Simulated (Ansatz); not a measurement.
# Si: band gap against strain

Si (diamond, Fd-3m, 19.706 Å³/atom at rest) under an equal strain ε in the (111) plane with the normal axis free, as in a coherent film. LDA in Ansatz, a plane-wave DFT program (PAW, default set), 420 eV, 11×11×11 Γ-centred mesh, Fermi-Dirac smearing 0.05 eV; ions are relaxed within the symmetry of each cell. Gaps are the smallest over the k-mesh and a band path, without spin-orbit coupling; in all rows the valence edge lies at Γ and the conduction edge at about 1.0 Å⁻¹ from Γ.

Here s stands for strain and Eg for gap.

```
strain (%)  gap (eV)
----------  --------
-2.50              ?
-1.25           0.33
-0.83           0.37
-0.42           0.41
0.00            0.45
```

Taking a straight line for Eg over the 4 complete rows: Means: s -0.62500, Eg 0.390. About the means, the sum of products is 0.083200 and the sum of squares of s is 0.86530; the slope is their ratio. Least squares gives Eg = 0.450 + 0.0962·s. Residuals (row less fit): 0.000, 0.000, 0.000, 0.000; standard error 0.000 (degrees of freedom: 2). Over these rows the gap moves by 9.6 ± 0.3 eV per unit strain.

Predict the withheld Eg at s = -2.50 from the fit, and compare with the calculation.

Eg = 0.450 + 0.0962 × (-2.50) = 0.210 eV. The calculation gives 0.16 eV, 0.050 eV below the prediction (17.2 % of the range of Eg in the table). The row lies outside the fitted rows, so this is an extrapolation. The fitted rows scatter only by rounding.

One order more, fitted to all 7 runs of the series, follows each within 0.01, so the miss is the next term of a smooth law. Rows are the converged runs of the series near zero and its far end; series whose fitted rows scatter by over a few per cent of the range, as at a crossing or softening among them, aren't shown in this form. Most that stay on the fit to the last digits aren't either.
